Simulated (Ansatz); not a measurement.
**PtS, pressure series**

Take PtS (space group P4_2/mmc, No. 131; a = 3.475 Å, c = 6.067 Å) as the base.

Cell and atoms are relaxed at each pressure.

Computed with DFT with PBEsol, PAW potentials and a 420 eV plane-wave cutoff in Ansatz (a first-principles code), no SOC.

Two rows of this table had their results exchanged by mistake.

```
pressure           volume per atom (Å³)  shortest distance (Å)  band gap
-----------------  --------------------  ---------------------  --------
pressure −2 GPa                   18.59                  2.316   0.48 eV
pressure −1 GPa                   18.45                  2.311   0.50 eV
pressure 0.9 GPa                  18.20                  2.302   0.54 eV
pressure 2.1 GPa                  18.05                  2.297   0.56 eV
pressure 4.5 GPa                  17.76                  2.287   0.58 eV
pressure 9 GPa                    17.28                  2.270   0.54 eV
pressure 15 GPa                   15.51                  2.216      zero
pressure 22.5 GPa                 16.08                  2.232   0.07 eV
pressure 30 GPa                   16.71                  2.251   0.48 eV
```

**Question.** Which two?

**Answer.** The rows for pressure 15 GPa and pressure 30 GPa: the volume has to fall steadily with pressure, so 16.71 Å³ belongs to pressure 15 GPa and 15.51 Å³ to pressure 30 GPa.

The mesh was chosen for an insulator and is coarse for the gapless case. Spin-orbit coupling, missing from the scalar runs, can matter with Pt. Load acts through the strain it causes; cell and atoms are relaxed under it. Whether these cells are dynamically stable was not tested. No other phases were tried under pressure. The final runs are not spin-polarised. The zero or small gap of PtS under pressure 22.5 GPa and PtS under pressure 30 GPa can change with the level of theory.
